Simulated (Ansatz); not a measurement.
An Ansatz (a quantum-chemistry and plane-wave program) input (Kohn–Sham DFT with the PBEsol-D3(BJ) functional, run in Ansatz with PAW and 420 eV plane waves, without spin-orbit coupling):

Ansatz 0.2 input:
```yaml
crystal:
  lattice:
    - [3.0586770575, 0, 0]
    - [-1.5293385287, 2.6488920338, 0]
    - [0, 0, 11.5604646386]
  atoms:
    - { symbol: W, position: [0.6666666667, 0.3333333333, 0.25] }
    - { symbol: W, position: [0.3333333333, 0.6666666667, 0.75] }
    - { symbol: S, position: [0.6666666667, 0.3333333333, 0.8835461528] }
    - { symbol: S, position: [0.3333333333, 0.6666666667, 0.3835461528] }
    - { symbol: S, position: [0.3333333333, 0.6666666667, 0.1164538472] }
    - { symbol: S, position: [0.6666666667, 0.3333333333, 0.6164538472] }
basis: { ecutwfc: 420, ecutrho_ratio: 4, xc_grid: 2, fft_grid_basis: typed }
kpoints: { mp_grid: { grid: [12, 12, 3] } }
hamiltonian:
  xc: pbesol
  dispersion: d3bj
  pseudopotentials: { kind: paw }
scf: { occupations: { method: fermi_dirac, width: 0.05 }, convergence: { dr2_threshold: 0.0000000006 } }
relax: { f_tol: 0.005, max_steps: 50 }
output: { forces: true, stress: true }
checkpoint: { write: state.ck, write_every: 1000 }
```

Q: Which symmetry and how many k-points will the program report, and about how many plane waves at Γ?

A: Space group P63/mmc (ITA 194) with 24 operations, k-points 38 of 432, and 1839 plane waves at Γ.

Q: And the final pressure?

A: 5.73 GPa (compression positive).

The cells carry an imposed strain or load. No phonon test of stability was made. The cell was made from WS₂ (space group P6_3/mmc, No. 194; layered, stacked along the Cartesian z axis) by this change: isotropic strain −1.80 %.
